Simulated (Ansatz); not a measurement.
The starting structures come from a database of crystals and need not be the phases stable at ambient conditions.

The decay constant κ of evanescent states in the gap governs leakage through a thin film.

Consider the following.

```xyz
11
Lattice="5.5452 0.0000 0.0000 -1.4955 5.3397 0.0000 0.6434 0.8483 4.8381" Properties=species:S:1:pos:R:3 pbc="T T T"
In     3.3835     1.6394     0.0000
In     0.6661     3.7003     0.0000
Ge     1.3294     1.7529     2.8682
Ge     3.3636     4.4351     1.9699
O      2.0491     5.1228     1.0241
O      2.6439     1.0652     3.8140
O      0.3126     2.8332     3.8140
O      4.3804     3.3547     1.0241
O      0.3217     0.4241     2.4190
O      2.8578     3.7682     3.5150
O      1.8352     2.4198     1.3231
```

Space group of this cell: C2/m. The cell is taken as given; by r2SCAN its mean pressure is -0.8 GPa.

Transport runs along the normal of the first two printed cell vectors.

The gap is the functional's own, uncorrected, and κ follows it; spin-orbit coupling is left out. Mid-gap values are interpolated between the computed energies.

Task: Estimate the band gap and the smallest decay constant κ at mid-gap that r2SCAN run with Ansatz (a program for electronic structure) returns for this system.

Result: Gap 2.70 eV on a 6×6×6 mesh; κ = 0.236 1/Å, at the zone centre.
